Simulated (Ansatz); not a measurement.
Base system: MgPd in the CsCl type structure (space group Pm-3m, No. 221; a = 3.143 Å; relaxed with 0.1 eV smearing). Axes: x, y, z lie along the cube axes.

Level of theory: PBEsol, PAW, 420 eV (Ansatz, a first-principles code; no SOC).

For the base:

```
Property                         Result
-----------------------------  --------
Pressure                        0.0 GPa
Shortest interatomic distance  272.2 pm
Band gap                           zero
```

Now apply this change: tensor shear ε_xy = +3.89 % (engineering shear γ = 0.0778); the atoms relax in the strained cell.

Q: Predict the new energy relative to the base, pressure, shortest interatomic distance and band gap.

A: The energy increases by 19 meV/atom; the pressure (mean of the normal stresses, compression positive) goes from zero to 0.6 GPa; the shortest interatomic distance falls by 7.0 pm, from 272.2 pm to 265.2 pm; the band gap stays zero.

No phonon test of stability was made. All final runs are without spin polarisation.
